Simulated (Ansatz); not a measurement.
We consider SnO (model structure, started from the h-BN type, P6₃/mmc, No. 194, 4 atoms in the cell), described by LDA (PAW; Ansatz, an electronic-structure program).

Settings: plane-wave cutoff 520 eV, 18×18×12 k mesh (along the axes of the cell as run), Fermi–Dirac smearing 0.05 eV, scalar-relativistic PAW data made under PBE.

Cell (relaxed with PBE-D3(BJ)):

```cif
data_O2Sn2
_chemical_formula_sum 'Sn2 O2'
_space_group_name_H-M_alt 'P 1'
_space_group_IT_number 1
_cell_length_a 4.14146
_cell_length_b 4.14146
_cell_length_c 5.19391
_cell_angle_alpha 90.000
_cell_angle_beta 90.000
_cell_angle_gamma 120.000
loop_
_space_group_symop_operation_xyz
  'x, y, z'
loop_
_atom_site_label
_atom_site_type_symbol
_atom_site_fract_x
_atom_site_fract_y
_atom_site_fract_z
_atom_site_occupancy
Sn1 Sn 0.33333 0.66667 0.25000 1
Sn2 Sn 0.66667 0.33333 0.75000 1
O1 O 0.33333 0.66667 0.75000 1
O2 O 0.66667 0.33333 0.25000 1
```

### Question
What does this level give for the band gap and direct gap at Γ?

### Answer

- band gap = 0.44 eV (on the SCF k mesh)
- direct gap at Γ = 6.57 eV

Note: the relaxation could raise the start's symmetry but not lower it, so the cell can be a saddle point; cell and atoms aren't relaxed at this level (pressure -4.3 GPa).

Spin–orbit coupling is not included.

Computed values are for the static lattice.

The result took very roughly 50 core-seconds.

A model structure was made by putting elements into a prototype or built by hand; it is no filed structure, need not be a known phase, and can be a saddle point held by its symmetry.
